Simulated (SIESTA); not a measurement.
SIESTA run on CdPdF6 (P1, 8 atoms in the cell): self-consistent single point.

Method of the run: LDA PW92, numerical atomic orbitals DZP, PseudoDojo LDA standard norm-conserving potentials (rewritten from UPF to PSML) (SIESTA).

```
CELL_PARAMETERS angstrom
      2.52840     1.45977     4.83510
     -2.52840     1.45977     4.83510
      0.00000    -2.91954     4.83510
ATOMIC_POSITIONS crystal
  Cd 0.50971 0.48185 0.50337
  Pd 0.00975 0.00061 0.99132
  F  0.40041 0.04982 0.78024
  F  0.59804 0.94909 0.21389
  F  0.76870 0.40656 0.05933
  F  0.21785 0.60766 0.95068
  F  0.05204 0.77936 0.39999
  F  0.94351 0.22506 0.60118
```

Reference input (self-consistent single point, DFT, LDA PW92, numerical atomic orbitals DZP, PseudoDojo LDA standard norm-conserving potentials (rewritten from UPF to PSML)): XC.functional = LDA; XC.authors = PW92; potentials = PseudoDojo LDA standard; PAO.BasisSize = DZP; PAO.EnergyShift = 0.01 Ry; MeshCutoff = 350 Ry; kgrid.MonkhorstPack = 3 3 3; OccupationFunction = FD; ElectronicTemperature = 10 K; MaxSCFIterations = 150; SCF.Mixer.Method = Pulay; SCF.Mixer.Weight = 0.25. This run's input differs from it in these lines:

```diff
@@ -35,5 +35,5 @@
 %block kgrid.MonkhorstPack
-    3   0   0  0.0
-    0   3   0  0.0
-    0   0   3  0.0
+    8   0   0  0.0
+    0   8   0  0.0
+    0   0   8  0.0
 %endblock kgrid.MonkhorstPack
```

The program printed (abridged):

```
        iscf     Eharris(eV)        E_KS(eV)     FreeEng(eV)     dDmax    Ef(eV) dHmax(eV)
   scf:    1   -12413.885127   -12435.292647   -12435.292647  1.583137 -4.239098 18.227994
   scf:    2   -12448.809803   -12446.175850   -12446.175850  0.476172 -6.401333  6.835682
   scf:    3   -12447.164945   -12446.759638   -12446.759638  0.142055 -6.438684  2.780646
   scf:    4   -12446.979496   -12446.898806   -12446.898806  0.093252 -6.116037  0.340646
   scf:    5   -12446.913993   -12446.909713   -12446.909713  0.020722 -6.292926  0.191295
   [... 5 lines left out ...]
   scf:   11   -12446.912779   -12446.912779   -12446.912779  0.000049 -6.262159  0.000244
   scf:   12   -12446.912779   -12446.912779   -12446.912779  0.000021 -6.262221  0.000120
   scf:   13   -12446.912779   -12446.912779   -12446.912779  0.000011 -6.262262  0.000044
   scf:   14   -12446.912779   -12446.912779   -12446.912779  0.000002 -6.262278  0.000017
SCF Convergence by DM+H criterion
max |DM_out - DM_in|         :     0.0000022201
max |H_out - H_in|      (eV) :     0.0000165970
SCF cycle converged after 14 iterations

Using DM_out to compute the final energy and forces

siesta: E_KS(eV) =           -12446.9128

siesta: E_KS - E_eggbox =    -12446.9128

siesta: Atomic forces (eV/Ang):
     1   -0.581485    0.120060    0.272091
     2   -2.131108   -2.030097    0.066950
     3    0.370589    0.498559    0.480542
     4    0.527578    0.365536    0.266120
     5    0.716987    0.220323   -0.365141
     6    0.839915    0.249858   -0.712607
     7    0.138183    0.334191    0.061947
     8    0.122452    0.236785   -0.069895
   Tot    0.003111   -0.004785    0.000007
   Max    2.131108
   Res    0.718092    sqrt( Sum f_i^2 / 3N )
   Max    2.131108    constrained

   [... lines left out ...]
siesta: FreeEng =    -12446.912779
   [... lines left out ...]
siesta:     0.068044   -0.000709    0.001901
siesta:    -0.000709    0.068506   -0.001204
siesta:     0.001901   -0.001204    0.064267

siesta: Cell volume =        107.074820 Ang**3

siesta: Pressure (static):
siesta:                Solid            Molecule  Units
siesta:          -0.00072906         -0.00065399  Ry/Bohr**3
siesta:          -0.06693913         -0.06004622  eV/Ang**3
siesta:        -107.24830320        -96.20465290  kBar
```

The run converged in 14 iterations. Against the reference run the free energy stays essentially unchanged (within 1 meV/atom), the pressure stays at -10.72 GPa, the largest force stays at 2.944 eV/Å and the gap on the mesh goes from 1.758 to 1.613 eV.

The starting cell comes from a database of computed structures (which also holds hypothetical and non-ambient phases and stackings), without a prior relaxation at this level. Its atoms were displaced at random from the sites of space group no. 148. Values carry the incompleteness of an atom-centred basis. With a pressure of about -11 GPa the cell is away from its equilibrium volume at this level. Forces in this geometry exceed 1 eV/Å.

Cost on one core of a shared machine: roughly 50 s.
